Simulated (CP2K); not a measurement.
**CP2K run on LiGe3 (I4/mmm, 4 atoms in the cell): self-consistent single point**

Method: PBEsol, GPW, DZVP-MOLOPT-SR-GTH basis, GTH-PBE potentials (GTH_POTENTIALS) (CP2K).

Input as run:

```
&GLOBAL
  PROJECT bulk
  RUN_TYPE ENERGY_FORCE
  PRINT_LEVEL LOW
&END GLOBAL
&FORCE_EVAL
  METHOD Quickstep
  STRESS_TENSOR ANALYTICAL
  &DFT
    BASIS_SET_FILE_NAME BASIS_MOLOPT
    POTENTIAL_FILE_NAME GTH_POTENTIALS
    &QS
      METHOD GPW
      EPS_DEFAULT 1E-10
    &END QS
    &MGRID
      CUTOFF 400
      REL_CUTOFF 50
      NGRIDS 4
    &END MGRID
    &SCF
      SCF_GUESS ATOMIC
      EPS_SCF 1E-6
      MAX_SCF 100
      ADDED_MOS 4
      &DIAGONALIZATION
        ALGORITHM STANDARD
      &END DIAGONALIZATION
      &MIXING
        METHOD BROYDEN_MIXING
        ALPHA 0.2
        NBUFFER 8
      &END MIXING
      &SMEAR ON
        METHOD METHFESSEL_PAXTON
        SIGMA [eV] 0.136
      &END SMEAR
    &END SCF
    &KPOINTS
      SCHEME MONKHORST-PACK 9 9 9
    &END KPOINTS
    &XC
      &XC_FUNCTIONAL
        &PBE
          PARAMETRIZATION PBESOL
        &END PBE
      &END XC_FUNCTIONAL
    &END XC
    &PRINT
      &MO
        EIGENVALUES T
        OCCUPATION_NUMBERS T
        NDIGITS 8
        FILENAME mo
        &EACH
          QS_SCF 0
        &END EACH
        ADD_LAST NUMERIC
      &END MO
      &MULLIKEN OFF
      &END MULLIKEN
    &END PRINT
  &END DFT
  &SUBSYS
    &CELL
      A 5.28343900 0.00000000 0.00000000
      B 2.05482800 4.86748500 0.00000000
      C -3.66913300 -2.43374300 2.92046000
      PERIODIC XYZ
    &END CELL
    &COORD
      SCALED
      Li       0.00000000     0.00000000     0.00000000
      Ge       0.75000000     0.25000000     0.50000000
      Ge       0.25000000     0.75000000     0.50000000
      Ge       0.50000000     0.50000000     0.00000000
    &END COORD
    &KIND Li
      BASIS_SET DZVP-MOLOPT-SR-GTH
      POTENTIAL GTH-PBE-q3
    &END KIND
    &KIND Ge
      BASIS_SET DZVP-MOLOPT-SR-GTH
      POTENTIAL GTH-PBE-q4
    &END KIND
  &END SUBSYS
  &PRINT
    &FORCES ON
    &END FORCES
    &STRESS_TENSOR ON
    &END STRESS_TENSOR
  &END PRINT
&END FORCE_EVAL
```

The program printed (abridged):

```
 GLOBAL| Method name                                                        CP2K
 GLOBAL| Project name                                                       bulk
 GLOBAL| Run type                                                   ENERGY_FORCE

 TOTAL NUMBERS AND MAXIMUM NUMBERS

  Total number of            - Atomic kinds:                                   2
                             - Atoms:                                          4
                             - Shell sets:                                     4
                             - Shells:                                        19
                             - Primitive Cartesian functions:                 17
                             - Cartesian basis functions:                     48
                             - Spherical basis functions:                     45

  Maximum angular momentum of- Orbital basis functions:                        2
                             - Local part of the GTH pseudopotential:          6
                             - Non-local part of the GTH pseudopotential:      4

 SCF PARAMETERS         Density guess:                                    ATOMIC
                        max_scf:                                             100
                        max_diis:                                              4
                        eps_scf:                                        1.00E-06
                        eps_diis:                                       1.00E-01
                        eps_eigval:                                     1.00E-05
                        level_shift [a.u.]:                             0.000000
                        added MOs                                         4    0
                        Mixing method:                            BROYDEN_MIXING
                                                charge density mixing in g-space
                        Smear method:                          METHFESSEL_PAXTON
                        Smearing width (sigma) [a.u.]:                  5.00E-03
                        Accuracy threshold:                             1.00E-10
                        No outer SCF

 Extrapolation method: initial_guess

 Number of electrons:                                                         15
 Number of occupied orbitals:                                                  8
 Number of molecular orbitals:                                                12

 Number of orbital functions:                                                 45
 Number of independent orbital functions:                                     45

 SCF WAVEFUNCTION OPTIMIZATION

  Step     Update method      Time    Convergence         Total energy    Change
     1 NoMix/Diag. 0.20E+00      -     0.70624542       -19.3543357497 -1.94E+01
     2 Broy./Diag. 0.20E+00      -     0.00518534       -19.3513279295  3.01E-03
     3 Broy./Diag. 0.20E+00      -     0.01806251       -19.2195059014  1.32E-01
     4 Broy./Diag. 0.20E+00      -     0.00558407       -19.1860032730  3.35E-02
     5 Broy./Diag. 0.20E+00      -     0.00056284       -19.1816009970  4.40E-03
     6 Broy./Diag. 0.20E+00      -     0.00098301       -19.1791301775  2.47E-03
     7 Broy./Diag. 0.20E+00      -     0.00005118       -19.1796568493 -5.27E-04
     8 Broy./Diag. 0.20E+00      -     0.00015957       -19.1796985111 -4.17E-05
     9 Broy./Diag. 0.20E+00      -     0.00000060       -19.1797143577 -1.58E-05

  *** SCF run converged in     9 steps ***

  Electronic density on regular grids:        -14.9999999998        0.0000000002
  Core density on regular grids:               14.9999999954       -0.0000000046
  Total charge density on r-space grids:       -0.0000000044
  Total charge density g-space grids:          -0.0000000044

  Overlap energy of the core charge distribution:               0.00000000000755
  Self energy of the core charge distribution:                -31.42222541703476
  Core Hamiltonian energy:                                      6.05280269518039
  Hartree energy:                                              11.38267937274396
  Exchange-correlation energy:                                 -5.19291116758818
  Smearing free energy correction:                             -0.00005984088756
  Fermi energy:                                                 0.18181795679818

  Total energy:                                               -19.17971435769554

 ENERGY| Total FORCE_EVAL ( QS ) energy [hartree]            -19.179710706037302

 FORCES| Atomic forces [hartree/bohr]
 FORCES|   Atom     x               y               z               |f|
 FORCES|      1  1.51739513E-13 -1.62232528E-13  1.21716488E-08   1.21716488E-08
 FORCES|      2  4.28745505E-08 -6.56092707E-08 -8.59478492E-09   7.88458864E-08
 FORCES|      3 -4.28746836E-08  6.56095484E-08  1.19477307E-09   7.83854503E-08
 FORCES|      4 -5.34702104E-14 -1.37015623E-13 -4.77146281E-09   4.77146281E-09
 FORCES| Sum    -3.48575476E-14 -2.15512424E-14  1.74140167E-13
 FORCES| Total atomic force                                       1.78897463E-13

 STRESS| Analytical stress tensor [bar]
 STRESS|                        x                   y                   z
 STRESS|      x       -2.52915096451E+04  -2.15151438752E+03  -6.57065508301E+00
 STRESS|      y       -2.15151438752E+03  -2.34759941960E+04  -4.36777469292E+00
 STRESS|      z       -6.57065508301E+00  -4.36777469292E+00  -2.20528505272E+04
 STRESS| 1/3 Trace                                            -2.36067847894E+04
```

The run converged in 9 iterations.

The starting cell comes from a database of computed structures (which also holds hypothetical and non-ambient phases and stackings), without a prior relaxation at this level. Its lattice was rescaled by a random factor within 2.5 % of one. Values carry the incompleteness of an atom-centred basis. The potentials were made for another functional than the one used.

Cost on one core of a shared machine: roughly 40 s.
